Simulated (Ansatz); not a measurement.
An Ansatz (a quantum-chemistry and plane-wave program) run: a single point on ZnS with a change (isotropic strain +2.93 %), its geometry relaxed with PBE; DFT with HSE06, PAW potentials and a 420 eV plane-wave cutoff in Ansatz, spin-orbit coupling left out.

Input:

Ansatz 0.2 input:
```yaml
crystal:
  lattice:
    - [3.957767506, 0, 0]
    - [-1.978883753, 3.4275272025, 0]
    - [0, 0, 6.4904176461]
  atoms:
    - { symbol: Zn, position: [0.6666666667, 0.3333333333, 1.0001731411] }
    - { symbol: Zn, position: [0.3333333333, 0.6666666667, 0.5001731411] }
    - { symbol: S, position: [0.6666666667, 0.3333333333, 0.6250268589] }
    - { symbol: S, position: [0.3333333333, 0.6666666667, 0.1250268589] }
basis: { ecutwfc: 420, ecutrho_ratio: 4, xc_grid: 2, fft_grid_basis: typed }
kpoints: { mp_grid: { grid: [6, 6, 4] } }
hamiltonian:
  xc: hse06
  dispersion: none
  pseudopotentials: { kind: paw }
scf: { occupations: { method: fermi_dirac, width: 0.01 } }
output: { eigenvalues: true, eigenstates: { kpoints: [[0, 0, 0], [0, 0, 0.5], [0.5, 0, 0.5]] } }
```

Output (explanatory and most iteration lines left out):

```
Pseudopotential: Zn, paw, valence charge 12
Pseudopotential: S, paw, valence charge 6
Crystal: 4 atoms, lattice volume = 88.045 Å³
Basis set: ecut = 420 eV, 1761 PW (Γ), exchange–correlation on 54×54×90 points (8 copies of the dense FFT grid, shifted against one another)
Bands: 22, of which v1, the nominal top of the filled ones, is band 18 counted from 1 (17 counted from 0)
Symmetry: 12 space group operations
Space group: P63mc (ITA 186), of the structure as read, at distance tolerance 4.4e-5 Å
k-points: 21 of 144 (time reversal used)
Functional: x = pbe(κ = 0.804, μ = 0.2195149727645171), c = pbe(β = 0.06672455060314922), warm-up for x = pbe(κ = 0.804, μ = 0.2195149727645171) + 0.25 (exact …
SCF iter   1: F=—  HF=-8445.335262 eV  |F-HF|=—  |Δ(HF+E_count)|=         —  Δρ=1.65e-3  dr2=2.29e-3  ethr=1.77e-3  ⟨swp⟩=12.0  Hψ=2333  notcnv=1
SCF iter   2: F=—  HF=-8445.335443 eV  |F-HF|=—  |Δ(HF+E_count)|=   1.82e-4  Δρ=1.20e-3  dr2=8.58e-4  ethr=6.35e-6  ⟨swp⟩=6.3  Hψ=1829  notcnv=0  defer=20
SCF 1 stopped early in 3 iterations: F = -8445.335145 eV  dr2 = 1.73e-5
Crystal: 4 atoms, lattice volume = 88.045 Å³
Functional: x = pbe(κ = 0.804, μ = 0.2195149727645171) + 0.25 (exact − pbe) at short range (hse, ω = 0.20786987370883472 Å⁻¹), c = pbe(β = 0.06672455060314922); HSE06 as pw.x's `hse` composes it (authors' and Libxc's form: `xc: wpbeh`)
SCF iter   1: F=—  HF=-8446.681665 eV  |F-HF|=—  |Δ(HF+E_count)|=         —  Δρ=2.02e-2  dr2=1.82e-1  ethr=4.82e-7  ⟨swp⟩=9.7  Hψ=2889  notcnv=0
SCF iter   2: F=—  HF=-8446.629297 eV  |F-HF|=—  |Δ(HF+E_count)|=   5.24e-2  Δρ=2.76e-3  dr2=1.18e-2  ethr=4.82e-7  ⟨swp⟩=6.0  Hψ=2318  notcnv=0
SCF 2 stopped early in 6 iterations: F = -8446.640271 eV  dr2 = 2.53e-6
Crystal: 4 atoms, lattice volume = 88.045 Å³
SCF iter   1: F=—  HF=-8446.639046 eV  |F-HF|=—  |Δ(HF+E_count)|=         —  Δρ=9.34e-5  dr2=7.99e-6  ethr=1.10e-6  ⟨swp⟩=4.4  Hψ=1029  notcnv=0
SCF iter   2: F=—  HF=-8446.639046 eV  |F-HF|=—  |Δ(HF+E_count)|=   1.32e-7  Δρ=1.81e-5  dr2=3.67e-6  ethr=4.13e-10  ⟨swp⟩=2.6  Hψ=2252  notcnv=0  defer=6
SCF 3 converged in 4 iterations: F = -8446.639051 eV  dr2 = 2.46e-8
Free energy (F): -8446.639048 eV
Internal energy: -8446.639048 eV  (E = F + TS)
E sigma→0 (E₀):  -8446.639048 eV
Fermi energy:    5.207934 eV
```

Single points use the geometry relaxed with PBE. Stability against distortions was not tested. The cell was made from ZnS in the wurtzite structure (space group P6_3mc, No. 186) by this change: isotropic strain +2.93 %.
